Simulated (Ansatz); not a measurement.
# A computed series for SiC: pressure series

Take SiC (space group P6_3mc, No. 186; a = 3.078 Å, c = 10.076 Å) as the base.

Cell and atoms are relaxed at each pressure.

Levels (all Ansatz, a program for electronic structure, PAW, earlier PAW set): PBEsol (420 eV, no spin-orbit coupling); r2SCAN (500 eV, no spin-orbit coupling); HSE06 (420 eV, scalar-relativistic without spin-orbit coupling); PBEsol+SOC (420 eV, noncollinear with spin-orbit coupling).

Band gaps by level, all at the geometries relaxed with PBEsol:

```json
[
 {"case": "base", "PBEsol": "2.12 eV", "r2SCAN": "2.60 eV", "HSE06": "3.14 eV", "PBEsol+SOC": "2.11 eV"},
 {"case": "pressure −1 GPa", "PBEsol": "2.12 eV", "r2SCAN": "2.59 eV", "HSE06": "3.14 eV", "PBEsol+SOC": "2.11 eV"},
 {"case": "pressure 4.2 GPa", "PBEsol": "2.12 eV", "r2SCAN": "2.61 eV", "HSE06": "3.15 eV", "PBEsol+SOC": "2.12 eV"},
 {"case": "pressure 9 GPa", "PBEsol": "2.13 eV", "r2SCAN": "2.61 eV", "HSE06": "3.16 eV", "PBEsol+SOC": "2.12 eV"},
 {"case": "pressure 18 GPa", "PBEsol": "2.13 eV", "r2SCAN": "2.63 eV", "HSE06": "3.18 eV", "PBEsol+SOC": "2.13 eV"},
 {"case": "pressure 30 GPa", "PBEsol": "2.13 eV", "r2SCAN": "2.64 eV", "HSE06": "3.19 eV", "PBEsol+SOC": "2.13 eV"},
 {"case": "pressure 45 GPa", "PBEsol": "2.14 eV", "r2SCAN": "2.65 eV", "HSE06": "3.21 eV", "PBEsol+SOC": "2.13 eV"},
 {"case": "pressure 60 GPa", "PBEsol": "2.14 eV", "r2SCAN": "2.66 eV", "HSE06": "3.22 eV", "PBEsol+SOC": "2.14 eV"}
]
```

Single points use the geometry relaxed with PBEsol. The hybrid gap comes from the SCF mesh plus the semilocal run's edge points and a few special points and is an upper bound. Differences between runs with and without spin-orbit coupling are approximate. Load acts through the strain it causes; cell and atoms are relaxed under it. Whether these cells are dynamically stable was not tested. No other phases were tried under pressure.
